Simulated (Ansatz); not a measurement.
Consider SiO2 (space group P3_221, No. 154; a = 4.920 Å, c = 5.416 Å).

Structures relaxed with Kohn–Sham DFT with the r2SCAN functional, run in Ansatz (a quantum-chemistry and plane-wave program) with PAW and 500 eV plane waves, no SOC, earlier PAW set.

Base:

Simulated powder pattern, Cu Kα1, λ = 1.54056 Å (kinematic, ideal powder, no thermal factors, no anomalous dispersion; the 8 strongest lines at most, above 2 %, up to 2θ = 90°):

```csv
2θ (°),I/Imax (%),hkl
20.83,20,(100)
26.59,100,(011)
36.49,7.7,(110)
39.39,7.8,(102)
50.05,13,(112)
59.86,10,(121)
67.62,6.6,(122)
68.00,7.7,(203)
```

Perturbation: hydrostatic tension (pressure −1 GPa).

After the change:

Simulated powder pattern, Cu Kα1, λ = 1.54056 Å (kinematic, ideal powder, no thermal factors, no anomalous dispersion; the 8 strongest lines at most, above 2 %, up to 2θ = 90°):

```tsv
2θ (°)	I/Imax (%)	hkl
20.61	19	(100)
26.34	100	(011)
36.11	6.5	(110)
39.04	6.0	(102)
49.56	15	(112)
59.21	9.7	(121)
66.89	6.1	(122)
67.33	8.1	(203)
```

The indices refer to the base's conventional cell; one index is shown for lines that coincide.

Load acts through the strain it causes; cell and atoms are relaxed under it. Stability against distortions was not tested.
